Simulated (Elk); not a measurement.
## A self-consistent single point of a sheet of GaAs (2 atoms in the cell) with Elk

Level of theory: PBE, all-electron FP-LAPW, Elk's shipped species files, LAPW+lo basis (Elk).

This input was run:

```
tasks
  0

xctype
  20

rgkmax
  7.5

gmaxvr
  14.0

nxoapwlo
  1

rmtscf
  0.82

stype
  3

swidth
  0.00367493

scale
  7.264527786

avec
    1.0000000000    0.0000000921    0.0000000000
   -0.5000000797    0.8660253577    0.0000000000
    0.0000000000    0.0000000000    3.6418286950

sppath
  './'

atoms
  2   : nspecies
  'Ga.in'   : spfname
  1   : natoms; atposl, bfcmt below
  0.6666666667  0.3333333333  0.5000000000    0.0 0.0 0.0
  'As.in'   : spfname
  1   : natoms; atposl, bfcmt below
  0.3333333333  0.6666666667  0.5000000000    0.0 0.0 0.0

ngridk
  5 5 1
```

Output, abridged:

```
│ Elk code version 10.2.4 │

All units are atomic (Hartree, Bohr, etc.)

│ Ground-state run starting from atomic densities │

Lattice vectors :
   7.264527786      0.6690630091E-06   0.000000000
  -3.632264472       6.291265274       0.000000000
   0.000000000       0.000000000       26.45616575

Unit cell volume      :    1209.128096
Brillouin zone volume :   0.2051480023

Muffin-tin inner radius fraction :   0.1000000000E-01

Nuclei treated as point charges

Species :    1 (Ga)
 parameters loaded from : Ga.in
 name : gallium
 nuclear charge    :   -31.00000000
 electronic charge :    31.00000000
 atomic mass :    127097.2538
 muffin-tin radius :    1.968000000
 number of radial points in muffin-tin :    497
 atomic positions (lattice), magnetic fields (Cartesian) :
   1 :   0.00000000  0.00000000  0.00000000    0.00000000  0.00000000  0.00000000

Species :    2 (As)
 parameters loaded from : As.in
 name : arsenic
 nuclear charge    :   -33.00000000
 electronic charge :    33.00000000
 atomic mass :    136573.7219
 muffin-tin radius :    1.968000000
 number of radial points in muffin-tin :    497
 atomic positions (lattice), magnetic fields (Cartesian) :
   1 :   0.66666667  0.33333333  0.00000000    0.00000000  0.00000000  0.00000000

Total number of atoms per unit cell :    2

Spin treatment :
 spin-unpolarised

Number of Bravais lattice symmetries :   24
Number of crystal symmetries         :   12
Crystal has no inversion symmetry
Complex Hermitian eigensolver will be used

k-point grid :      5     5     1
k-point offset :    0.000000000       0.000000000       0.000000000
k-point set is reduced with full crystal symmetry group
Total number of k-points :        7

Muffin-tin radius times maximum |G+k| :    7.500000000
 using average radius
Maximum |G+k| for APW functions       :    3.810975610
Maximum (1/2)|G+k|²                   :    7.261767549
Maximum |G| for potential and density :    14.00000000
 potential will be trimmed for |G| > 2 gkmax
Constant for pseudocharge density :    7
Radial integration step length :    4

G-vector grid sizes :     35    35   120
Number of G-vectors :    55965

Maximum angular momentum used for
 APW functions                      :    8
 outer part of muffin-tin           :    6
 inner part of muffin-tin           :    1

Total nuclear charge    :   -64.00000000
Total core charge       :    36.00000000
Total valence charge    :    28.00000000
Total excess charge     :    0.000000000
Total electronic charge :    64.00000000

Effective Wigner radius, rₛ :    1.652220133

Number of empty states         :    8
Total number of valence states :   22
Total number of core states    :   36

Total number of local-orbitals :   29

Exchange-correlation functional :     20     0     0
 Perdew-Burke-Ernzerhof, Phys. Rev. Lett. 77, 3865 (1996)
 gradient requirement :    1
 generalised gradient approximation (GGA)

Smearing type :    3
 Fermi-Dirac
Smearing width :   0.3674930000E-02
Effective electronic temperature (K) :    1160.451112

Mixing type :    3
 Broyden mixing, J. Phys. A: Math. Gen. 17, L317 (1984)

Kohn-Sham potential initialised from atomic data
│ Self-consistent loop started │
│ Loop number : 1 │
 total energy                :     -4209.43452266
│ Loop number : 2 │
 total energy                :     -4209.40500417
RMS change in Kohn-Sham potential (target) :   0.1522100954     (  0.1000000000E-05)
Absolute change in total energy (target)   :   0.2951848881E-01 (  0.1000000000E-03)
│ Loop number : 3 │
 total energy                :     -4209.32804902
RMS change in Kohn-Sham potential (target) :   0.1503093885     (  0.1000000000E-05)
Absolute change in total energy (target)   :   0.8433477146E-01 (  0.1000000000E-03)
│ Loop number : 4 │
 total energy                :     -4209.12224936
RMS change in Kohn-Sham potential (target) :   0.1427286538     (  0.1000000000E-05)
Absolute change in total energy (target)   :   0.2268833510     (  0.1000000000E-03)
│ Loop number : 5 │
 total energy                :     -4208.43945645
RMS change in Kohn-Sham potential (target) :   0.1180145553     (  0.1000000000E-05)
Absolute change in total energy (target)   :   0.7395137464     (  0.1000000000E-03)
   [... lines left out ...]
Absolute change in total energy (target)   :   0.2263909073E-03 (  0.1000000000E-03)
│ Loop number : 33 │
 total energy                :     -4205.31925274
RMS change in Kohn-Sham potential (target) :   0.8825747857E-05 (  0.1000000000E-05)
Absolute change in total energy (target)   :   0.5397277619E-04 (  0.1000000000E-03)
│ Loop number : 34 │
 total energy                :     -4205.31927383
RMS change in Kohn-Sham potential (target) :   0.3837839634E-05 (  0.1000000000E-05)
Absolute change in total energy (target)   :   0.7597711374E-05 (  0.1000000000E-03)
│ Loop number : 35 │
 total energy                :     -4205.31925433
RMS change in Kohn-Sham potential (target) :   0.2481928125E-05 (  0.1000000000E-05)
Absolute change in total energy (target)   :   0.1759901625E-04 (  0.1000000000E-03)
│ Loop number : 36 │
 total energy                :     -4205.31927307
RMS change in Kohn-Sham potential (target) :   0.6467021806E-06 (  0.1000000000E-05)
Absolute change in total energy (target)   :   0.1434023216E-04 (  0.1000000000E-03)
Convergence targets achieved

│ Loop number : 37 │

Energies :
 Fermi                       :    -0.751876620977E-01
 sum of eigenvalues          :     -2440.23572370
 electron kinetic            :      4294.52087177
 core electron kinetic       :      3978.24943075
 Coulomb                     :     -8340.09188869
 Coulomb potential           :     -6527.08933368
 nuclear-nuclear             :      444.873077945
 electron-nuclear            :     -11042.8405996
 Hartree                     :      2257.87563296
 Madelung                    :     -5076.54722185
 xc potential                :     -207.667261792
 exchange                    :     -156.669512556
 correlation                 :     -3.07873859953
 electron entropic           :    -0.276818938840E-05
 total energy                :     -4205.31927085

Density of states at Fermi energy :   0.2144619951E-01
 (states/Hartree/unit cell)

Estimated indirect band gap :   0.6260248971E-01
 from k-point      7 to k-point      1
Estimated direct band gap   :   0.7746266424E-01
 at k-point      1

Charges :
 core                        :    36.00000000
 valence                     :    28.00000000
 interstitial                :    4.809172275
 muffin-tins (core leakage)
  species :    1 (Ga)
   atom    1                 :    28.82831232     (  0.7274399713E-02)
  species :    2 (As)
   atom    1                 :    30.36251541     (  0.1991968812E-02)
 total in muffin-tins        :    59.19082773
 total calculated charge     :    63.98287175
 total charge                :    64.00000000
 error                       :   0.1712824656E-01

│ Self-consistent loop stopped │
```

The run converged in 37 iterations. The count includes the last loop, which Elk runs after its targets are met.

The starting cell was generated: these elements placed on a structure prototype, without a prior relaxation; it need not be a known phase or ordering of this composition. Its lattice was rescaled in the plane by a random factor within 2.5 % of one. Values depend on the basis (sphere radii, cutoffs, local orbitals), which need not be converged.

Cost on one core of a shared machine: roughly 8 min.
